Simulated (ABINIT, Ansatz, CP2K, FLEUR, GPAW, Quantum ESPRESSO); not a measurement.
# One structure in several programs: Ti3PO2 (P-3m1, 6 atoms in the cell)

Self-consistent single point.

```
CELL_PARAMETERS angstrom
      3.14386     0.00000     0.00000
     -1.57193     2.72266     0.00000
      0.00000     0.00000     7.95061
ATOMIC_POSITIONS crystal
  Ti 0.33333 0.66667 0.70676
  Ti 0.66667 0.33333 0.29324
  Ti 0.00000 0.00000 0.00000
  P  0.00000 0.00000 0.50000
  O  0.33333 0.66667 0.14226
  O  0.66667 0.33333 0.85774
```

All programs got the same cell, k-point mesh and kind of occupations (in Ansatz's words: kpoints.mp_grid.grid = 8 8 3; scf.occupations.method = gaussian; scf.occupations.width = 0.272 eV); potentials, basis and cutoffs are each program's usual ones.

| code | model | pressure (GPa) | largest force (eV/Å) | k-points | cutoff |
|---|---|---|---|---|---|
| CP2K | PBEsol, GPW, DZVP-MOLOPT-SR-GTH basis, GTH-PBE potentials (GTH_POTENTIALS) | -1.31 | 0.255 | 98 | grid 600 Ry |
| Quantum ESPRESSO | PBEsol, PseudoDojo standard norm-conserving (PBESOL) pseudopotentials | -2.82 | 0.248 | 25 | 85 Ry |
| ABINIT | PBEsol, norm-conserving pseudopotentials (PseudoDojo nc-sr-04 PBEsol standard) | -2.83 | 0.248 | 25 | 1143 eV |
| GPAW | PBEsol, GPAW PAW datasets PBEsol (made by gpaw-setup) | – | 0.223 | 25 | 950 eV |
| Ansatz | PBEsol, PAW files made with PBE | -2.77 | 0.247 | 25 | default |
| FLEUR | PBEsol, all-electron FLAPW (FLEUR), scalar-relativistic valence | – | 0.248 | 25 | Kmax 4.4 1/bohr |

Size of the force on each atom (eV/Å): Sizes of forces hide their directions.

| code | Ti1 | Ti2 | Ti3 | P4 | O5 | O6 |
|---|---|---|---|---|---|---|
| CP2K | 0.255 | 0.255 | 0.000 | 0.000 | 0.049 | 0.049 |
| Quantum ESPRESSO | 0.248 | 0.248 | 0.000 | 0.000 | 0.028 | 0.028 |
| ABINIT | 0.248 | 0.248 | 0.000 | 0.000 | 0.028 | 0.028 |
| GPAW | 0.223 | 0.223 | 0.000 | 0.000 | 0.017 | 0.017 |
| Ansatz | 0.247 | 0.247 | 0.000 | 0.000 | 0.022 | 0.022 |
| FLEUR | 0.248 | 0.248 | 0.000 | 0.000 | 0.053 | 0.053 |

A dash marks a value that a program does not give, or that is left out as unsure.

The spread over the programs that give each value: pressure within 1.52 GPa; largest force within 0.032 eV/Å.

The starting cell comes from a database of computed structures (which also holds hypothetical and non-ambient phases and stackings), without a prior relaxation at this level. Its lattice was rescaled by a random factor within 2.5 % of one. On Ansatz's run: Spin polarisation is off; with an odd number of electrons in the cell that forces a metal, and a magnetic state may lie lower.

**Question.** Why do the programs differ, and what cannot be compared?

**Answer.** Differences of this kind can come from the potentials, where these differ, and from what each basis and cutoff leave unconverged. The zero of total energies and Fermi levels follows the potentials and each program's conventions, so they are not compared here. CP2K uses small atom-centred bases, whose incompleteness enters pressures, forces and empty levels differently from a plane-wave cutoff. FLEUR treats all electrons, but the usual bases taken here (sphere radii, linearisation, local orbitals, empty states) were not tested for convergence, so the values are no reference for the others. Ansatz's pressure is given at a fixed set of plane waves, as the other plane-wave codes print theirs; with its correction for the finite basis it is -2.48 GPa (the shift of 0.29 GPa shows how far the cutoff is from converged). The pressure of GPAW is left out: its cutoff lies under the one at which its stress was checked. The programs reduce the same mesh by symmetry to different extents, which changes the work and not the result. In the pressure, CP2K (by 1.52) lies more than 1 GPa from the median of the plane-wave programs.

Left out of this page: Elk (not drawn, or without a comparable value).

Ansatz is a quantum-chemistry and plane-wave program.

Keys are those of Ansatz 0.2.
